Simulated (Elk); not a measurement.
**A self-consistent single point of BAs (F-43m, 2 atoms in the cell) with Elk**

Level of theory: Elk with PBE, all-electron FP-LAPW, Elk's shipped species files, LAPW+lo basis.

This input was run:

```
tasks
  0

xctype
  20

rgkmax
  8.0

gmaxvr
  16.0

nxoapwlo
  1

rmtscf
  0.88

stype
  3

swidth
  0.000367493

avec
    0.0000000000    4.5535313131    4.5535313131
    4.5535313131    0.0000000000    4.5535313131
    4.5535313131    4.5535313131    0.0000000000

atoms
  2   : nspecies
  'B.in'   : spfname
  1   : natoms; atposl, bfcmt below
  0.2500000000  0.2500000000  0.2500000000    0.0 0.0 0.0
  'As.in'   : spfname
  1   : natoms; atposl, bfcmt below
  0.0000000000  0.0000000000  0.0000000000    0.0 0.0 0.0

ngridk
  10 10 10
```

The program printed (abridged):

```
│ Elk code version 10.2.4 │

All units are atomic (Hartree, Bohr, etc.)

│ Ground-state run starting from atomic densities │

Lattice vectors :
   0.000000000       4.553531313       4.553531313
   4.553531313       0.000000000       4.553531313
   4.553531313       4.553531313       0.000000000

Unit cell volume      :    188.8317326
Brillouin zone volume :    1.313604499

Muffin-tin inner radius fraction :   0.1000000000E-01

Nuclei treated as point charges

Species :    1 (B)
 parameters loaded from : B.in
 name : boron
 nuclear charge    :   -5.000000000
 electronic charge :    5.000000000
 atomic mass :    19707.24741
 muffin-tin radius :    1.584000000
 number of radial points in muffin-tin :    297
 atomic positions (lattice), magnetic fields (Cartesian) :
   1 :   0.00000000  0.00000000  0.00000000    0.00000000  0.00000000  0.00000000

Species :    2 (As)
 parameters loaded from : As.in
 name : arsenic
 nuclear charge    :   -33.00000000
 electronic charge :    33.00000000
 atomic mass :    136573.7219
 muffin-tin radius :    2.112000000
 number of radial points in muffin-tin :    497
 atomic positions (lattice), magnetic fields (Cartesian) :
   1 :   0.75000000  0.75000000  0.75000000    0.00000000  0.00000000  0.00000000

Total number of atoms per unit cell :    2

Spin treatment :
 spin-unpolarised

Number of Bravais lattice symmetries :   48
Number of crystal symmetries         :   24
Crystal has no inversion symmetry
Complex Hermitian eigensolver will be used

k-point grid :     10    10    10
k-point offset :    0.000000000       0.000000000       0.000000000
k-point set is reduced with full crystal symmetry group
Total number of k-points :       73

Muffin-tin radius times maximum |G+k| :    8.000000000
 using average radius
Maximum |G+k| for APW functions       :    4.329004329
Maximum (1/2)|G+k|²                   :    9.370139240
Maximum |G| for potential and density :    16.00000000
 potential will be trimmed for |G| > 2 gkmax
Constant for pseudocharge density :    8
Radial integration step length :    4

G-vector grid sizes :     35    35    35
Number of G-vectors :    13107

Maximum angular momentum used for
 APW functions                      :    8
 outer part of muffin-tin           :    6
 inner part of muffin-tin           :    1

Total nuclear charge    :   -38.00000000
Total core charge       :    20.00000000
Total valence charge    :    18.00000000
Total excess charge     :    0.000000000
Total electronic charge :    38.00000000

Effective Wigner radius, rₛ :    1.058605771

Number of empty states         :    8
Total number of valence states :   17
Total number of core states    :   20

Total number of local-orbitals :   19

Exchange-correlation functional :     20     0     0
 Perdew-Burke-Ernzerhof, Phys. Rev. Lett. 77, 3865 (1996)
 gradient requirement :    1
 generalised gradient approximation (GGA)

Smearing type :    3
 Fermi-Dirac
Smearing width :   0.3674930000E-03
Effective electronic temperature (K) :    116.0451112

Mixing type :    3
 Broyden mixing, J. Phys. A: Math. Gen. 17, L317 (1984)

Kohn-Sham potential initialised from atomic data

│ Self-consistent loop started │
│ Loop number : 1 │
 total energy                :     -2287.24211778
│ Loop number : 2 │
 total energy                :     -2287.29220135
RMS change in Kohn-Sham potential (target) :    4.483795478     (  0.1000000000E-05)
Absolute change in total energy (target)   :   0.5008356788E-01 (  0.1000000000E-03)
│ Loop number : 3 │
 total energy                :     -2286.85609223
RMS change in Kohn-Sham potential (target) :    3.912749243     (  0.1000000000E-05)
Absolute change in total energy (target)   :   0.4235882320     (  0.1000000000E-03)
│ Loop number : 4 │
 total energy                :     -2286.29748158
RMS change in Kohn-Sham potential (target) :    1.590966334     (  0.1000000000E-05)
Absolute change in total energy (target)   :   0.6645077039     (  0.1000000000E-03)
│ Loop number : 5 │
 total energy                :     -2286.07054801
RMS change in Kohn-Sham potential (target) :   0.4229993600     (  0.1000000000E-05)
Absolute change in total energy (target)   :   0.3930605011     (  0.1000000000E-03)
│ Loop number : 6 │
 total energy                :     -2286.02851991
RMS change in Kohn-Sham potential (target) :   0.7335342520E-01 (  0.1000000000E-05)
Absolute change in total energy (target)   :   0.1402932261     (  0.1000000000E-03)
│ Loop number : 7 │
 total energy                :     -2286.02767219
RMS change in Kohn-Sham potential (target) :   0.1206211728E-01 (  0.1000000000E-05)
Absolute change in total energy (target)   :   0.3592102332E-01 (  0.1000000000E-03)
│ Loop number : 8 │
 total energy                :     -2286.04300651
RMS change in Kohn-Sham potential (target) :   0.2598080143E-02 (  0.1000000000E-05)
Absolute change in total energy (target)   :   0.6354062263E-02 (  0.1000000000E-03)
│ Loop number : 9 │
 total energy                :     -2286.03836088
RMS change in Kohn-Sham potential (target) :   0.7842178087E-03 (  0.1000000000E-05)
Absolute change in total energy (target)   :   0.3057111858E-02 (  0.1000000000E-03)
│ Loop number : 10 │
 total energy                :     -2286.03769843
RMS change in Kohn-Sham potential (target) :   0.6051673469E-03 (  0.1000000000E-05)
Absolute change in total energy (target)   :   0.1426723525E-02 (  0.1000000000E-03)
│ Loop number : 11 │
 total energy                :     -2286.03643748
RMS change in Kohn-Sham potential (target) :   0.2660696183E-04 (  0.1000000000E-05)
Absolute change in total energy (target)   :   0.1617634088E-02 (  0.1000000000E-03)
│ Loop number : 12 │
 total energy                :     -2286.03642172
RMS change in Kohn-Sham potential (target) :   0.6390386285E-05 (  0.1000000000E-05)
Absolute change in total energy (target)   :   0.4201715374E-03 (  0.1000000000E-03)
│ Loop number : 13 │
 total energy                :     -2286.03642635
RMS change in Kohn-Sham potential (target) :   0.3185972014E-05 (  0.1000000000E-05)
Absolute change in total energy (target)   :   0.1004065034E-03 (  0.1000000000E-03)
│ Loop number : 14 │
 total energy                :     -2286.03642718
RMS change in Kohn-Sham potential (target) :   0.5116460740E-06 (  0.1000000000E-05)
Absolute change in total energy (target)   :   0.2427709842E-04 (  0.1000000000E-03)
Convergence targets achieved

│ Loop number : 15 │

Energies :
 Fermi                       :     0.294917658803
 sum of eigenvalues          :     -1314.94571248
 electron kinetic            :      2336.47412387
 core electron kinetic       :      2151.70475971
 Coulomb                     :     -4534.47173490
 Coulomb potential           :     -3537.02488741
 nuclear-nuclear             :     -258.221697869
 electron-nuclear            :     -5015.47518666
 Hartree                     :      739.225149627
 Madelung                    :     -2765.95929120
 xc potential                :     -114.394948944
 exchange                    :     -86.2602355341
 correlation                 :     -1.77857774481
 electron entropic           :    -0.694323003717E-12
 total energy                :     -2286.03642431

Density of states at Fermi energy :   0.2718655798E-06
 (states/Hartree/unit cell)

Estimated indirect band gap :   0.4465008640E-01
 from k-point      1 to k-point     35
Estimated direct band gap   :   0.1192138658
 at k-point      1

Charges :
 core                        :    20.00000000
 valence                     :    18.00000000
 interstitial                :    3.767431591
 muffin-tins (core leakage)
  species :    1 (B)
   atom    1                 :    3.433217114     (  0.2990957590E-03)
  species :    2 (As)
   atom    1                 :    30.79935130     (  0.8300176675E-03)
 total in muffin-tins        :    34.23256841
 total calculated charge     :    37.99072820
 total charge                :    38.00000000
 error                       :   0.9271803908E-02

│ Self-consistent loop stopped │
```

The run converged in 15 iterations. The count includes the last loop, which Elk runs after its targets are met.

The starting cell comes from a database of computed structures (which also holds hypothetical and non-ambient phases and stackings), without a prior relaxation at this level. Values depend on the basis (sphere radii, cutoffs, local orbitals), which need not be converged.
